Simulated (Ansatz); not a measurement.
**Carrier properties of WSe2 (P6_3/mmc)**

Given:

```
WSe2
1.0
    3.23057     0.00000     0.00000
   -1.61529     2.79776     0.00000
    0.00000     0.00000    12.41078
W Se
2 4
Cartesian
  1.61529   0.93259   9.30809
  0.00000   1.86517   3.10270
  0.00000   1.86517  10.98913
  1.61529   0.93259   1.42165
  1.61529   0.93259   4.78374
  0.00000   1.86517   7.62705
```

Level of theory: PBEsol+D3BJ, rigid bands (plane waves, PAW, scalar-relativistic; Ansatz, an electronic-structure program). Cell: cell and atoms relaxed with PBEsol+d3bj.

| Item | Result |
|---|---|
| band gap | 0.67 eV |
| electron conductivity mass (300 K, dilute) | 0.43 (x), 0.43 (y), 0.36 (z) mₑ |
| effective density of states N_c (300 K) | 3.8e19 cm⁻³ |
| density-of-states mass, electrons | 1.33 mₑ |
| Seebeck coefficient, n-type 1e19 cm⁻³, 300 K | -331 μV/K |
| best n-type power factor at 300 K for τ = 10 fs (best axis; densities from 1e16 to 1e21 cm⁻³ tried, whether or not they can be reached) | 17.1 μW/(cm·K²) at 1e20 cm⁻³ |

Rigid bands; masses and Seebeck coefficients take one relaxation time τ for all states and one kind of carrier; polarons and phonon drag are left out. Spin-orbit coupling is left out. Geometry: cell and atoms relaxed with PBEsol+D3(BJ).
